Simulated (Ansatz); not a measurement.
Rock-salt NaH, treated with PBE (plane waves, PAW; Ansatz, a program for electronic structure).

Run with plane-wave cutoff 520 eV, 12×12×12 k mesh, Fermi–Dirac smearing 0.01 eV, scalar-relativistic PAW data made under PBE.

The cell is scaled about its equilibrium volume:

```
V (Å³/atom)  P (GPa)  direct gap at Γ (eV)  smallest gap on the k mesh (eV)
-----------  -------  --------------------  -------------------------------
13.254          1.62                14.770                            3.869
13.536          1.03                14.517                            3.833
13.818          0.49                14.273                            3.798
14.100          0.00                14.037                            3.764
14.382         -0.44                13.809                            3.731
14.664         -0.84                13.588                            3.699
14.946         -1.21                13.374                            3.668
```

The fundamental gap (3.76 eV at the equilibrium volume, with added k points) lies elsewhere than Γ–Γ.
